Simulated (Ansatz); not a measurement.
Consider C vacancy in 3C silicon carbide with all lengths changed by -1 %, charge state +2. The step: one C atom jumps into the vacancy from a nearby C site; the atom moves 3.04 Å along (0.00, -0.50, -0.50) of the unit cell; the moving atom starts with neighbours Si at 1.84, 2 Si at 1.88, Si at 1.91 Å and ends with Si at 1.84, 2 Si at 1.88, Si at 1.91 Å. DFT values are from Ansatz (plane-wave PAW, 420 eV unless said) in a cell of 64 host sites, spin-restricted, static, with no finite-size correction. The charge state is imposed; whether it is stable for some Fermi level was not computed. Forms of the defect that were not tried may lie lower. For the PBE band: the saddle point's order was not checked, and it lies on a symmetry element of the cell, where a band can be held.

```
Level                                                              Forward barrier (eV)  Cost of the band or of the saddle's single point
-----------------------------------------------------------------  --------------------  ------------------------------------------------
CHGNet universal potential (has no charge state), its own band                     2.86                                                 -
PBE, a 2×2×2 k-point mesh shifted by half a step, band relaxed                     5.28                    around 40 core-minutes (rough)
PBE, a 3×3×3 k-point mesh shifted by half a step, same geometries                  5.29                            roughly 4 core-minutes
```

Ansatz is a program for electronic structure.
